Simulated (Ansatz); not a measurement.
Consider K2Se in the anti-fluorite structure (space group Fm-3m, No. 225).

```
K2Se
1.0
    0.00000     3.80484     3.80484
    3.80484     0.00000     3.80484
    3.80484     3.80484     0.00000
K Se
2 1
Direct
  0.25000   0.25000   0.25000
  0.75000   0.75000   0.75000
  0.00000   0.00000   0.00000
```

Cartesian axes are those of the cell as printed.

Level of theory: DFT with PBEsol, PAW potentials and a 420 eV plane-wave cutoff in Ansatz (a program for electronic structure), without spin-orbit coupling.

Before the change:

```
Item               Result
---------------  --------
Volume per atom  36.72 Å³
```

It is then changed as follows: biaxial strain +1.25 %, plane normal [111], relaxed out of plane (Cartesian); in-plane vectors clamped, the third vector and the atoms free.

How does this affect the energy relative to the base?

The energy goes up by 1.0 meV/atom.

Estimate the effect on the volume per atom.

The volume per atom rises by 0.55 Å³ (36.72 Å³ → 37.27 Å³).

Stability against distortions was not tested.
